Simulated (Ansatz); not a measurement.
The decay constant κ of evanescent states in the gap governs leakage through a thin film.

```
CsI
1.0
    6.59760     0.00000     0.00000
   -3.29880     5.71369     0.00000
    3.29880     1.90456     2.69346
Cs I
1 1
Direct
  0.00000   0.00000   0.00000
  0.00000   0.50000   0.50000
```

Space group of this cell: Pm-3m, CsCl type. The cell is taken as given.

Transport runs along the normal of the first two printed cell vectors, the (111) plane of the conventional cell.

The gap is the functional's own. No spin-orbit coupling. Mid-gap values are interpolated on the energy grid.

**Question.** Predict the band gap and the smallest decay constant κ at mid-gap from r2SCAN in Ansatz (a program for electronic structure).

**Answer.** Gap 4.39 eV on a 12×12×12 mesh; κ = 0.304 1/Å, at the zone centre.
